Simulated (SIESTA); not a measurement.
SIESTA run on V (Im-3m, 1 atom in the cell): self-consistent single point.

Method: LDA PW92, numerical atomic orbitals DZP, PseudoDojo LDA standard norm-conserving potentials (rewritten from UPF to PSML) run with SIESTA.

```
CELL_PARAMETERS angstrom
     -1.52818     1.52818     1.52818
      1.52818    -1.52818     1.52818
      1.52818     1.52818    -1.52818
ATOMIC_POSITIONS crystal
  V  0.00000 0.00000 0.00000
```

Reference input (self-consistent single point, DFT, GGA PBE, numerical atomic orbitals DZP, PseudoDojo PBE standard norm-conserving potentials (rewritten from UPF to PSML)): XC.functional = GGA; XC.authors = PBE; potentials = PseudoDojo PBE standard; PAO.BasisSize = DZP; PAO.EnergyShift = 0.005 Ry; MeshCutoff = 300 Ry; kgrid.MonkhorstPack = 20 20 20; OccupationFunction = MP; OccupationMPOrder = 0; ElectronicTemperature = 136 meV; MaxSCFIterations = 150; SCF.Mixer.Method = Pulay. This run's input differs from it in these lines:

```diff
@@ -1,2 +1,2 @@
-# files in the folder: V.psml (PseudoDojo PBE standard)
+# files in the folder: V.psml (PseudoDojo LDA standard)
 SystemName  V
@@ -20,4 +20,4 @@
 
-XC.functional                GGA
-XC.authors                   PBE
+XC.functional                LDA
+XC.authors                   PW92
 PAO.BasisSize                DZP
```

Output (repeated stretches shortened):

```
        iscf     Eharris(eV)        E_KS(eV)     FreeEng(eV)     dDmax    Ef(eV) dHmax(eV)
   scf:    1    -1993.803319    -2005.435249    -2005.448841  1.192204 -6.472539  6.366708
   scf:    2    -2006.439250    -2005.959829    -2005.975046  0.050309 -6.747116  4.787526
   scf:    3    -2006.885857    -2006.644707    -2006.662610  0.145857 -7.618933  0.105419
   scf:    4    -2006.645230    -2006.645371    -2006.663069  0.006681 -7.581905  0.097023
   scf:    5    -2006.645855    -2006.645638    -2006.663282  0.010638 -7.598233  0.022257
   scf:    6    -2006.645416    -2006.645549    -2006.663147  0.001555 -7.589233  0.069621
   scf:    7    -2006.645602    -2006.645628    -2006.663295  0.002297 -7.604278  0.005017
mix: Pulay -- inversion failed, > SVD [rank/size] 3 / 5
   scf:    8    -2006.645639    -2006.645634    -2006.663296  0.000161 -7.603292  0.000017
   scf:    9    -2006.645634    -2006.645634    -2006.663296  0.000007 -7.603290  0.000001
SCF Convergence by DM+H criterion
max |DM_out - DM_in|         :     0.0000069866
max |H_out - H_in|      (eV) :     0.0000014025
SCF cycle converged after 9 iterations

Using DM_out to compute the final energy and forces

siesta: E_KS(eV) =            -2006.6456

siesta: E_KS - E_eggbox =     -2006.6456

siesta: Atomic forces (eV/Ang):
     1   -0.000000   -0.000000   -0.000000
   Tot   -0.000000   -0.000000   -0.000000
   Max    0.000000
   Res    0.000000    sqrt( Sum f_i^2 / 3N )
   Max    0.000000    constrained

Stress tensor Voigt[x,y,z,yz,xz,xy] (kbar):      225.84      225.84      225.84       -0.00       -0.00       -0.00
(Free)E + p*V (eV/cell)    -2008.6756
Target enthalpy (eV/cell)    -2006.6633

siesta: Program's energy decomposition (eV):
siesta: FreeEng =     -2006.663296

siesta: Stress tensor (static) (eV/Ang**3):
siesta:     0.140961   -0.000000   -0.000000
siesta:    -0.000000    0.140961   -0.000000
siesta:    -0.000000   -0.000000    0.140961

siesta: Cell volume =         14.275300 Ang**3

siesta: Pressure (static):
siesta:                Solid            Molecule  Units
siesta:          -0.00153526         -0.00153526  Ry/Bohr**3
siesta:          -0.14096099         -0.14096099  eV/Ang**3
siesta:        -225.84439990       -225.84439990  kBar
```

The run converged in 9 iterations. Against the reference run the pressure goes from -11.29 to -22.58 GPa.

The starting cell comes from a database of computed structures (which also holds hypothetical and non-ambient phases and stackings), without a prior relaxation at this level. Its lattice was rescaled by a random factor within 2.5 % of one. Spin polarisation is off. Values carry the incompleteness of an atom-centred basis. With a pressure of about -23 GPa the cell is away from its equilibrium volume at this level.

Cost on one core of a shared machine: roughly 3 min.
